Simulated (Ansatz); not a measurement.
Ansatz (a quantum-chemistry and plane-wave program) run on Ta₂Si (Fmm2, 6 atoms in the cell): self-consistent single point.

Method of the run: LDA (PW92), default PAW files made with PBE (plane waves; Ansatz).

The change in words: lattice scaled by 0.98; basis.ecutwfc: 420 eV → 840 eV. Reference geometry:
```
CELL_PARAMETERS angstrom
     -3.07850     3.07850     2.51607
      3.07850    -3.07850     2.51607
      3.07850     3.07850    -2.51607
ATOMIC_POSITIONS crystal
  Ta 0.66359 0.83641 0.50000
  Ta 0.33641 0.16359 0.50000
  Ta 0.84215 0.34215 0.18430
  Ta 0.16359 0.66359 0.82718
  Si 0.25000 0.25000 0.00000
  Si 0.75000 0.75000 0.00000
```

Reference input (self-consistent single point, DFT, LDA (PW92), plane waves, default PAW files made with PBE): basis.ecutwfc = 420 eV; kpoints.mp_grid.grid = 5 5 5; hamiltonian.xc = lda; hamiltonian.pseudopotentials = {kind: paw} (the program's default PAW files); scf.occupations.method = gaussian; scf.occupations.width = 0.1 eV. This run's input differs from it in these lines:

Ansatz 0.2 input:
```diff
@@ -2,14 +2,14 @@
   lattice:
-    - [-3.078502, 3.078502, 2.516069]
-    - [3.078502, -3.078502, 2.516069]
-    - [3.078502, 3.078502, -2.516069]
+    - [-3.016932, 3.016932, 2.465748]
+    - [3.016932, -3.016932, 2.465748]
+    - [3.016932, 3.016932, -2.465748]
   atoms:
-    - { symbol: Ta, position_ang: [2.071278, 1.007224, 2.516069] }
-    - { symbol: Ta, position_ang: [1.007224, 2.071278, 0.000000] }
-    - { symbol: Ta, position_ang: [-0.971868, 2.106634, 2.516066] }
-    - { symbol: Ta, position_ang: [4.085726, 1.007224, -0.000000] }
-    - { symbol: Si, position_ang: [0.000000, 0.000000, 1.258034] }
-    - { symbol: Si, position_ang: [0.000000, -0.000000, 3.774103] }
+    - { symbol: Ta, position_ang: [2.029852, 0.987080, 2.465748] }
+    - { symbol: Ta, position_ang: [0.987080, 2.029852, 0.000000] }
+    - { symbol: Ta, position_ang: [-0.952430, 2.064502, 2.465746] }
+    - { symbol: Ta, position_ang: [4.004012, 0.987080, -0.000000] }
+    - { symbol: Si, position_ang: [0.000000, 0.000000, 1.232874] }
+    - { symbol: Si, position_ang: [0.000000, -0.000000, 3.698622] }
 basis:
-  ecutwfc: 420.0
+  ecutwfc: 840.0
 kpoints:
```

Output (repeated stretches shortened):

```
SCF iter   1: F=—  HF=-39951.186703 eV  |F-HF|=—  |Δ(HF+E_count)|=         —  Δρ=5.22e-3  dr2=1.55e-2  ethr=1.77e-3  ⟨swp⟩=5.6  Hψ=4161  notcnv=0
all-band conjugate gradients solve this SCF's bands
preconditioner: auto → Kerker (q_TF=auto, 2.551 Å⁻¹)
SCF iter   2: F=—  HF=-39951.184420 eV  |F-HF|=—  |Δ(HF+E_count)|=   2.28e-3  Δρ=3.08e-3  dr2=5.07e-3  ethr=2.58e-5  ⟨swp⟩=2.1  Hψ=1359  notcnv=0
SCF iter   3: F=—  HF=-39951.183453 eV  |F-HF|=—  |Δ(HF+E_count)|=   9.68e-4  Δρ=4.19e-4  dr2=1.29e-4  ethr=8.44e-6  ⟨swp⟩=2.4  Hψ=1228  notcnv=0
SCF iter   4: F=—  HF=-39951.183415 eV  |F-HF|=—  |Δ(HF+E_count)|=   3.79e-5  Δρ=9.06e-5  dr2=3.30e-6  ethr=2.14e-7  ⟨swp⟩=2.0  Hψ=1320  notcnv=0
SCF iter   5: F=—  HF=-39951.183554 eV  |F-HF|=—  |Δ(HF+E_count)|=   1.40e-4  Δρ=9.98e-6  dr2=1.73e-7  ethr=5.50e-9  ⟨swp⟩=2.0  Hψ=1334  notcnv=0
SCF iter   6: F=-39951.183554 eV  HF=-39951.183554 eV  |F-HF|=3.54e-8  |Δ(HF+E_count)|=   1.64e-8  Δρ=4.32e-6  dr2=3.97e-8  ethr=1.67e-10  ⟨swp⟩=9.0  Hψ=3778  notcnv=0
SCF 1 converged in 6 iterations: F = -39951.183554 eV  dr2 = 3.97e-8
Free energy (F): -39951.183554 eV
Internal energy: -39951.167438 eV  (E = F + TS)
E sigma→0 (E₀):  -39951.175496 eV
Entropy (-TS):   -0.016116 eV (-2.686 meV/atom)
Fermi energy:    18.652217 eV
--- Forces (eV/Å), atoms counted from 1 ---
  atom   1  Ta     0.16454074    -0.07479268     0.00000000
  atom   2  Ta    -0.07479268     0.16454074     0.00000000
  atom   3  Ta    -0.31613409    -0.31613409     0.00000000
  atom   4  Ta     0.12223052     0.12223052     0.00000000
  atom   5  Si     0.05207501     0.05207501     0.00000000
  atom   6  Si     0.05207501     0.05207501     0.00000000
--- Stress (GPa, compression-positive) ---
        7.960231       0.728015       0.000000
        0.728015       7.960231       0.000000
        0.000000       0.000000      10.246769
  P = ⅓ Tr σ = 8.7224 GPa (87.224 kbar)
  The stress holds the Pulay correction. Without it, at fixed plane waves, as pw.x and ABINIT print it: P = 8.7211 GPa
```

The run converged in 6 iterations. Against the reference run the free energy goes up by 5.2 meV/atom, the pressure goes from -5.89 to 8.72 GPa and the largest force goes from 0.498 to 0.447 eV/Å.

The starting cell comes from a database of computed structures (which also holds hypothetical and non-ambient phases and stackings), without a prior relaxation at this level. Its lattice was rescaled by up to half a per cent. One atom was moved a little off its site on purpose. For this run, on top of that: lattice scaled by 0.98. Spin polarisation is off. Ansatz's pressure includes its estimate of the finite-basis (Pulay) stress.
